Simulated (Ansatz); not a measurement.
BAs (model structure, started from the WC type, P-6m2, No. 187, 2 atoms in the cell), treated with PBEsol (plane waves, PAW; Ansatz, a program for electronic structure).

Settings: plane-wave cutoff 520 eV, 24×24×20 k mesh (along the axes of the cell as run), Fermi–Dirac smearing 0.05 eV, scalar-relativistic PAW data made under PBE.

Cell (relaxed at this level):

Space group P-6m2 (No. 187); a = b = 3.150 Å, c = 2.882 Å, α = β = 90.00°, γ = 120.00°

```
atom  site  symmetry       x       y       z
----  ----  --------  ------  ------  ------
B       1a      -6m2  0.0000  0.0000  0.0000
As      1f      -6m2  0.6667  0.3333  0.5000
```

Q: What does this level give for the bulk modulus?

A: 
* **bulk modulus**: 126 GPa

The run finds no gap.

Note: the bulk modulus is −V dP/dV from two relaxed cells at ±2 % in volume; the relaxation could raise the start's symmetry but not lower it, so the cell can be a saddle point.

Cost on a shared machine: roughly 2.1 core-minutes.

A model structure was made by putting elements into a prototype or built by hand; it is no filed structure, need not be a known phase, and can be a saddle point held by its symmetry.
